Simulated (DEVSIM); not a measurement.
Structure: illuminated Si n-on-p cell, one wavelength, at 300 K.

| layer (left to right) | material | thickness (μm) | Nd (cm⁻³) | Na (cm⁻³) | τn (s) | τp (s) | absorption coefficient (cm⁻¹) |
|---|---|---|---|---|---|---|---|
| 1 | Si | 0.480 | 2.8e18 | - | 2.3e-7 | 1.4e-7 | 37000 |
| 2 | Si | 90.0 | - | 6.9e15 | 5.1e-6 | 5.1e-6 | 37000 |

Left contact: ohmic, minority hole recombination velocity 4e5 cm/s. Right contact: ohmic, minority electron recombination velocity 5e6 cm/s. Voltage is applied to the left contact. Recombination: SRH at mid-gap, radiative, Auger. Light enters at the left, 1.1e18 photons cm⁻² s⁻¹, one pass, no reflection. Mobility is constant in doping. Where it depends on doping, it is μmin + (μ − μmin)/(1 + (N/Nref)^α).

The device is made up for the run: typed textbook-type constants, with dimensions and the other settings drawn at random. Values at 300 K. The table also holds parameters that only a changed run uses.

```csv
parameter,Si
gap (eV),1.124
affinity (eV),4.05
permittivity,11.7
Nc (cm⁻³),2.86e19
Nv (cm⁻³),3.1e19
μn (cm²/Vs),1417
μp (cm²/Vs),470
"μn,min",52
"μp,min",45
"Nref,n",9.7e16
"Nref,p",2.2e17
αn,0.68
αp,0.72
B (cm³/s),4.7e-15
Cn (cm⁶/s),2.8e-31
Cp (cm⁶/s),9.9e-32
```

Model (solved in DEVSIM): 1D drift-diffusion, Boltzmann statistics, complete ionisation; no tunnelling, impact ionisation, image-force lowering or self-heating.

Base results: largest power (mW/cm²) 58.0; potential step across the device at zero bias (V) 0.847; dark forward voltage at 1 A/cm² (V) 0.651; dark forward voltage at 100 A/cm² (V) 0.880.

Task: What follows from this one change: photon flux 1.1e+18 → 1.1e+17 cm^-2 s^-1?

Result: largest power 58.0 → 5.13 mW/cm²; potential step across the device at zero bias little changed (0.847 V); dark forward voltage at 1 A/cm² little changed (0.651 V); dark forward voltage at 100 A/cm² little changed (0.880 V).

Task: What follows from this one change: recombination velocity at the left contact 400000 → 100 cm/s?

Result: largest power 58.0 → 87.6 mW/cm²; potential step across the device at zero bias little changed (0.847 V); dark forward voltage at 1 A/cm² little changed (0.653 V); dark forward voltage at 100 A/cm² 0.880 → 0.836 V.

Task: What follows from this one change: recombination velocity at the right contact 5e+06 → 100 cm/s?

Result: largest power 58.0 → 60.6 mW/cm²; potential step across the device at zero bias little changed (0.847 V); dark forward voltage at 1 A/cm² 0.651 → 0.688 V; dark forward voltage at 100 A/cm² 0.880 → 0.869 V.

Task: What follows from this one change: minority lifetime in layer 2 5.1e-06 → 0.00015 s?

Result: largest power little changed (58.3 mW/cm²); potential step across the device at zero bias little changed (0.847 V); dark forward voltage at 1 A/cm² little changed (0.653 V); dark forward voltage at 100 A/cm² 0.880 → 0.872 V.

Task: What follows from this one change: doping Na of layer 2 6.9e+15 → 2.1e+16 cm^-3?

Result: largest power 58.0 → 60.8 mW/cm²; potential step across the device at zero bias 0.847 → 0.875 V; dark forward voltage at 1 A/cm² 0.651 → 0.674 V; dark forward voltage at 100 A/cm² 0.880 → 0.867 V.

Task: What follows from this one change: doping-dependent mobility in place of the constant one?

Result: largest power 58.0 → 45.8 mW/cm²; potential step across the device at zero bias little changed (0.847 V); dark forward voltage at 1 A/cm² 0.651 → 0.657 V; dark forward voltage at 100 A/cm² 0.880 → 0.870 V.
